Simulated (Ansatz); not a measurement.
Where the default PAW files enter, the runs use the earlier of Ansatz's two default sets.

The decay constant κ of evanescent states in the gap governs leakage through a thin film.

Data:

```
CELL_PARAMETERS angstrom
      4.91656     0.00000     0.00000
     -2.45828     4.25787     0.00000
      0.00000     0.00000     5.43163
ATOMIC_POSITIONS crystal
  Si 0.53120 0.53120 0.33333
  Si 0.46880 0.00000 0.00000
  Si 0.00000 0.46880 0.66667
  O  0.26856 0.41310 0.54782
  O  0.58690 0.85546 0.21449
  O  0.14454 0.73144 0.88115
  O  0.85546 0.58690 0.45218
  O  0.73144 0.14454 0.78551
  O  0.41310 0.26856 0.11885
```

Space group of this cell: P3_221. The cell is taken as given; by PBEsol its mean pressure is 2.8 GPa.

Transport runs along the normal of the first two printed cell vectors, the (001) plane of the conventional cell.

The gap is the functional's own. No spin-orbit coupling. Mid-gap values are interpolated on the energy grid.

Q: Estimate the band gap and the smallest decay constant κ at mid-gap that PBEsol (Ansatz, a quantum-chemistry and plane-wave program) returns for this system.

A: Gap 5.83 eV on a 12×12×6 mesh; κ = 0.488 1/Å, at the zone centre.
